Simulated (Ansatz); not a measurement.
Consider interstitial B in 4H silicon carbide, charge state +1. The step: one B atom jumps by itself; the atom moves 1.04 Å along (-0.18, -0.35, 0.04) of the unit cell; the moving atom starts with neighbours 2 C at 1.69, C at 1.70; Si at 1.94, 2 Si at 1.99 Å and ends with 3 C at 1.73; 3 Si at 2.22 Å. A PBE band in Ansatz (plane-wave PAW, the Γ point alone, 72 host sites, 27 SCF runs with any check of the saddle's order, static, no finite-size correction) gives a forward barrier of 0.18 eV. The saddle point's order was not checked, and it lies on a symmetry element of the cell, where a band can be held. The charge state is imposed; whether it is stable for some Fermi level was not computed. Sites that were not tried may lie lower. The start lies 0.42 eV above the lowest site run (PBE).

Single points at the band's start and saddle point can refine it. Rough cost of one point, in units of the band's mean SCF on the same machine:

```tsv
Level	Cost of one point
PBE, a 2×2×2 k-point mesh shifted by half a step along c	about 7
r2SCAN at 500 eV, the Γ point alone	about 4
```

### Question
Which of these move the barrier by more than 0.1 eV, and how far does each move it?

### Answer
PBE, a 2×2×2 k-point mesh shifted by half a step along c: -0.14 eV; r2SCAN at 500 eV, the Γ point alone: -0.04 eV. Each functional is compared with PBE at the same k-points.

Ansatz is a first-principles code.
